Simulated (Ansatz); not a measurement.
Input:

```xyz
6
Lattice="4.7648 0.0000 0.0000 0.0000 4.7648 0.0000 0.0000 0.0000 3.2075" Properties=species:S:1:pos:R:3 pbc="T T T"
Sn     2.3824     2.3824     1.6038
Sn     0.0000     0.0000     0.0000
O      3.8403     0.9245     1.6038
O      0.9245     3.8403     1.6038
O      1.4579     1.4579     0.0000
O      3.3069     3.3069     0.0000
```

The cell is taken as given; by r2SCAN it stands under a pressure of -0.9 GPa.

Transport runs along the normal of the first two printed cell vectors, the (001) plane of the conventional cell.

The gap is the functional's own. No spin-orbit coupling. Mid-gap values are those at the computed energy nearest the middle.

Problem. Compute, with r2SCAN run with Ansatz (a program for electronic structure), the band gap and the smallest decay constant κ at mid-gap.

Solution. Gap 1.72 eV on a 6×6×10 mesh; κ = 0.182 1/Å, at the zone centre.
